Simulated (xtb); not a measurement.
xtb 6.7.1, GFN2-xTB: Cc1csc([Si](C)(C)c2ccc[se]2)c1, 28 atoms. The geometry is a generated start, not checked to be a minimum at this level.

| Property | Result |
|---|---|
| method | GFN2-xTB |
| --acc | 1 (default) |
| --etemp (K) | 300 (default) |
| detailed input (--input) | none: ANC optimiser, Lindh (1995) Hessian, microcycle=20, maxdispl=1.0, hlow=0.01 (default) |
| basis functions | 88 |
| valence electrons | 74 |

```xyz
28

C      4.0755     1.0071     1.2299
C      2.9874     0.5439     0.2886
C      3.1422     0.6245    -1.0672
S      1.5250    -0.0718    -1.6770
C      0.9335    -0.3427    -0.2532
Si    -0.7493    -1.0764     0.0467
C     -0.9073    -1.7616     1.7530
C     -1.0263    -2.3505    -1.2889
C     -1.9142     0.3680    -0.1383
C     -2.6005     0.6968    -1.2473
C     -3.4125     1.7628    -1.2628
C     -3.5495     2.5276    -0.1453
Se    -2.3617     1.7176     1.3128
C      1.8054     0.0265     0.7097
H      3.7432     1.0658     2.2646
H      4.9746     0.3722     1.0903
H      4.3545     2.0436     0.9034
H      4.0198     1.0107    -1.5828
H     -1.6982    -2.5520     1.8313
H     -1.1862    -0.9787     2.4768
H      0.0490    -2.2753     2.0404
H     -0.8486    -1.8483    -2.2517
H     -2.0261    -2.8176    -1.2611
H     -0.2335    -3.1316    -1.1388
H     -2.4843     0.0582    -2.1759
H     -3.9894     2.0433    -2.1873
H     -4.1928     3.4243    -0.0578
H      1.5700    -0.0864     1.7879
```

The structure is relaxed from this start with --opt LEVEL for the levels crude, sloppy, loose, lax, normal, tight, vtight, extreme, once each. Up to the end of the extreme run atoms move by at most 1.8 Å along an axis.

What is the loosest level that ends within 5 meV of the extreme run, and how many cycles does it take?

vtight: 185 cycles against 185, ending 0.000 meV above.

| level | cycles | energy above the extreme run (meV) | gradient norm (eV/Å) |
|---|---|---|---|
| crude | 6 | 54 | 0.28 |
| sloppy | 7 | 52 | 0.27 |
| loose | 11 | 45 | 0.12 |
| lax | 19 | 41 | 0.038 |
| normal | 42 | 28 | 0.044 |
| tight | 53 | 28 | 0.0056 |
| vtight | 185 | under 0.01 | 0.0020 |
| extreme | 185 | — | 0.0020 |
